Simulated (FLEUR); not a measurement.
Worked example: self-consistent single point of LaMg (P1, 4 atoms in the cell) in FLEUR.

Method of the run: LDA (Perdew-Zunger), all-electron FLAPW (FLEUR), scalar-relativistic valence in FLEUR.

The change in words: atoms moved at random. Reference geometry:
```xyz
4
Lattice="5.6155 0.0000 0.0000 0.0000 3.8015 0.0000 0.0000 0.0000 5.7890" Properties=species:S:1:pos:R:3 pbc="T T T"
La     4.2116     0.0000     4.5913
La     1.4039     0.0000     1.1977
Mg     1.4039     1.9007     4.0132
Mg     4.2116     1.9007     1.7758
```

Reference input (self-consistent single point, DFT, LDA (Perdew-Zunger), all-electron FLAPW (FLEUR), scalar-relativistic valence): Kmax = 3.8 1/bohr; GmaxXC = 15.2 1/bohr; xcFunctional = pz; jspins = 1; l_soc = F; mode = gauss; fermiSmearingEnergy = 0.00183747 Htr; mesh (inpgen div1-3) = 5 8 5; inpgen gamma flag = true; Gmax = 15.2 1/bohr; numbands = 0; maxIterBroyd = 25. This run's input differs from it in these lines:

```diff
@@ -10,6 +10,6 @@
 4
-57 0.7500000000 -0.0000000000 0.7931000000
-57 0.2500000000 -0.0000000000 0.2069000000
-12 0.2500000000 0.5000000000 0.6932400000
-12 0.7500000000 0.5000000000 0.3067600000
+57 0.7396460000 0.0080130000 0.7882250000
+57 0.2585840000 -0.0184190000 0.2082460000
+12 0.2561240000 0.4935890000 0.6949410000
+12 0.7456460000 0.5168170000 0.3085890000
 
@@ -80,4 +80,7 @@
       <atomGroup species="Lanthanum (La)">
-         <relPos label="                   1">-1.000/4.000 .0000000000 -.2069000000</relPos>
-         <relPos label="                   2">1.000/4.000 .0000000000 .2069000000</relPos>
+         <relPos label="                   1">-.2603540000 .0080130000 -.2117750000</relPos>
+         <force calculate="T" relaxXYZ="TTT"/>
+      </atomGroup>
+      <atomGroup species="Lanthanum (La)">
+         <relPos label="                   2">.2585840000 -.0184190000 .2082460000</relPos>
          <force calculate="T" relaxXYZ="TTT"/>
@@ -85,4 +88,7 @@
       <atomGroup species="Magnesium (Mg)">
-         <relPos label="                   3">1.000/4.000 1.000/2.000 -.3067600000</relPos>
-         <relPos label="                   4">-1.000/4.000 1.000/2.000 .3067600000</relPos>
+         <relPos label="                   3">.2561240000 .4935890000 -.3050590000</relPos>
+         <force calculate="T" relaxXYZ="TTT"/>
+      </atomGroup>
+      <atomGroup species="Magnesium (Mg)">
+         <relPos label="                   4">-.2543540000 -.4831830000 .3085890000</relPos>
          <force calculate="T" relaxXYZ="TTT"/>
```

Output (repeated stretches shortened):

```
 Iteration:     1   Distance:       3.47123999 me/bohr^3
 Iteration:     2   Distance:       3.23363762 me/bohr^3
 Iteration:     3   Distance:       1.81964573 me/bohr^3
 Iteration:     4   Distance:       1.00257217 me/bohr^3
 Iteration:     5   Distance:       0.45573000 me/bohr^3
   [... 11 lines left out ...]
 Iteration:    17   Distance:       0.00006622 me/bohr^3
 Iteration:    18   Distance:       0.00005063 me/bohr^3
 Iteration:    19   Distance:       0.00001560 me/bohr^3
 Iteration:    20   Distance:       0.00000379 me/bohr^3
 Reset of history
 Run finished successfully
 Stop message:
   Structural relaxation: new displacements generated

[file out, last iteration]
             iter=     21
[...]
          total density-effective poten   -2.9259232447E+04
          total charge density-energy d   -4.2651363459E+02
 Updated energy parameters for spin:           1
[...]
 fermi energy and band-weighting factors:
    0.328116

[...]
FERMIE:
          first approx. to ef    (T=0)  :   0.265578 htr   (energy of the highest occ. eigenvalue)
          number of occ. states  (T=0)  :       2122
          first approx. to seigv (T=0)  : -31.231650 htr
          sum of weights of occ. states :  21.005000
          sum of semicore charge        :   0.000000 e
          fermi energy=   0.26555 har   work function=  -7.22587 ev
          number of valence electrons=  42.00000
   [... lines left out ...]
          total moment                 =     0.00000
 Direct bandgap for spin            1 :    2.9928620670917061E-003  Htr
   [... lines left out ...]
          valence density: spin= 1
[...]
     l-like charge
     atom     s        p        d        f        total
 -->  1    2.03591  5.46090  0.74566  0.07934    8.32214
 -->  2    2.03598  5.46095  0.74425  0.07884    8.32036
 -->  3    2.60039  6.39476  0.04575  0.00381    9.04571
 -->  4    2.60096  6.39448  0.04533  0.00388    9.04568
```

The run converged in 20 iterations. FLEUR gives forces in its relaxation mode, with a further iteration, so its stop message speaks of a relaxation. Against the reference run the total energy goes up by 8.7 meV/atom and the largest force goes from 0.069 to 0.327 eV/Å.

The starting cell comes from a database of computed structures (which also holds hypothetical and non-ambient phases and stackings), without a prior relaxation at this level. For this run, on top of that: atoms moved at random. Values depend on the basis (sphere radii, cutoffs, local orbitals), which need not be converged. The log's line on a gap gives a spacing of levels on this mesh, which the program prints for metals too.

Cost on one core of a shared machine: roughly 20 min.
